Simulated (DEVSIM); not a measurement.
Structure: abrupt Si n-p junction, at 250 K.

Layer 1 from the left is Si, thickness (μm) 1.60, Nd (cm⁻³) 4.8e17, τn (s) 1.6e-7, τp (s) 1.6e-7. Layer 2 from the left is Si, thickness (μm) 30.0, Na (cm⁻³) 5.3e17, τn (s) 1.6e-7, τp (s) 1.6e-7.

Left contact: ohmic. Right contact: ohmic. Voltage is applied to the left contact. Recombination: SRH at mid-gap, Auger. Mobility is constant in doping.

Constants are typed, rounded textbook-type inputs, not results; the design itself was drawn at random and stands for no fabricated device. Values at 300 K; Nc and Nv go as T^1.5, mobilities as T to minus their exponent, the gap by Varshni's rule with the affinity fixed.

Si: gap (eV) 1.124, affinity (eV) 4.05, permittivity 11.7, Nc (cm⁻³) 2.86e19, Nv (cm⁻³) 3.1e19, μn (cm²/Vs) 1417, μp (cm²/Vs) 470, T exponent of μn 2.3, T exponent of μp 2.2, Cn (cm⁶/s) 2.8e-31, Cp (cm⁶/s) 9.9e-32, Varshni α (eV/K) 0.000473, Varshni β (K) 636.

Model (solved in DEVSIM): 1D drift-diffusion, Boltzmann statistics, complete ionisation; no tunnelling, impact ionisation, image-force lowering or self-heating.

Dark forward current:

| |V| (V) | |J| (A/cm²) |
|---|---|
| 0.05 | 2.610e-11 |
| 0.10 | 1.057e-10 |
| 0.15 | 3.662e-10 |
| 0.20 | 1.231e-9 |
| 0.25 | 4.119e-9 |
| 0.30 | 1.392e-8 |
| 0.35 | 4.842e-8 |
| 0.40 | 1.818e-7 |
| 0.45 | 8.090e-7 |
| 0.50 | 4.731e-6 |
| 0.55 | 3.630e-5 |
| 0.60 | 0.0003289 |
| 0.65 | 0.003208 |
| 0.70 | 0.03215 |
| 0.75 | 0.3252 |
| 0.80 | 3.282 |
| 0.85 | 31.54 |
| 0.90 | 222.6 |
| 0.95 | 824.4 |
| 1.00 | 1933 |
| 1.05 | 3610 |

### Question
Work out the local ideality factor n = ΔV / (kT/q · ln(J2/J1)) between the rows 0.10 and 0.15 V, 0.70 and 0.75 V, 1.00 and 1.05 V.

### Answer
kT/q = 21.54 mV. From 0.10 to 0.15 V: ln(3.662e-10/1.057e-10) = 1.243, n = 1.87, near the 2 of recombination in the depletion region. From 0.70 to 0.75 V: ln(0.3252/0.03215) = 2.314, n = 1.00, near the 1 of diffusion or emission over a barrier. From 1.00 to 1.05 V: ln(3610/1933) = 0.625, n = 3.72.

### Question
Estimate the current at 0.70 V from the Shockley equation with J0 = Σ q ni² D/(N L) coth(W/L), τ joining the SRH, radiative and Auger lifetimes that are on, and W taken as the whole layer.

### Answer
ni² = 6.36e15 cm⁻⁶; holes in the n layer: μ = 702 cm²/Vs, D = 15.1 cm²/s, τ = 1.58e-7 s, L = 15.5 μm, W/L = 0.10, term 2.01e-16 A/cm²; electrons in the p layer: μ = 2160 cm²/Vs, D = 46.4 cm²/s, τ = 1.59e-7 s, L = 27.2 μm, W/L = 1.1, term 4.10e-17 A/cm². J0 = 2.42e-16 A/cm², and J = J0 exp(qV/kT) = 0.0315 A/cm². The simulation gives 0.0321 A/cm²; the estimate lies 2.1 % below. The estimate leaves out recombination in the depletion region and that region's share of W.
